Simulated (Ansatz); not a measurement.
The parent structure is CdSe in the wurtzite structure (space group P6_3mc, No. 186; a = 4.3021 Å, c = 7.0214 Å). Axes: x lies along a and z along c of the hexagonal cell.

The values are results of Ansatz (an electronic-structure program), PBEsol, PAW, cutoff 420 eV, no spin-orbit coupling, earlier PAW set, not measurements.

Strains are applied to the cell and any free atomic positions relax.

One change was made to it. Results:

```json
[
 {"quantity": "energy relative to the base (free energy F)", "base": "0 meV/atom", "after": "+4.3 meV/atom"},
 {"quantity": "band gap", "base": "0.54 eV", "after": "0.42 eV"}
]
```

Question: What was done to the base?
A) tensor shear ε_xz = −0.31 %
B) strain tensor (xx, yy, zz, yz, xz, xy) = (+0.06, −1.68, +0.42, +0.75, +0.33, +0.15) %
C) tensor shear ε_xy = −2.92 %
D) tensor shear ε_xy = −1.35 %
E) uniaxial strain ε_zz = +0.80 %

Answer: C, tensor shear ε_xy = −2.92 %. For comparison, the band gap in the other runs: uniaxial strain ε_zz = +0.80 % gives 0.51 eV; strain tensor (xx, yy, zz, yz, xz, xy) = (+0.06, −1.68, +0.42, +0.75, +0.33, +0.15) % gives 0.50 eV; tensor shear ε_xy = −1.35 % gives 0.49 eV; tensor shear ε_xz = −0.31 % gives 0.54 eV.

Stability against distortions was not tested.
